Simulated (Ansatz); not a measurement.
**WSe2, response to strain**

Base system: WSe$_{2}$ (space group P6_3/mmc, No. 194; a = 3.230 Å, c = 12.411 Å; layered, stacked along the Cartesian z axis).

Strains are applied to the cell and any free atomic positions relax.

Level of theory: PBEsol-D3(BJ) (Ansatz, a quantum-chemistry and plane-wave program; PAW; 420 eV plane waves; no SOC).

Notes on the quantities. pressure: mean of the normal stresses, compression positive.

| isotropic strain (%) | pressure (GPa) |
|---|---|
| -3 | 9.4 |
| -2.4 | 7.2 |
| -1.8 | 5.1 |
| -1.2 | 3.2 |
| -0.6 | ? |
| 0 | 0.0 |

Q: Fit P = P₀ − Bδ + Cδ² with δ = (1 + ε)³ − 1 to the rows shown and predict the withheld row.

A: Least squares on the printed values gives P₀ = 0.0 GPa, B = 78.5 GPa (at held cell shape), C = 336 GPa (largest residual 0.0 GPa); this predicts 1.5 GPa, and the run gives 1.5 GPa, in agreement.

Whether these cells are dynamically stable was not tested.
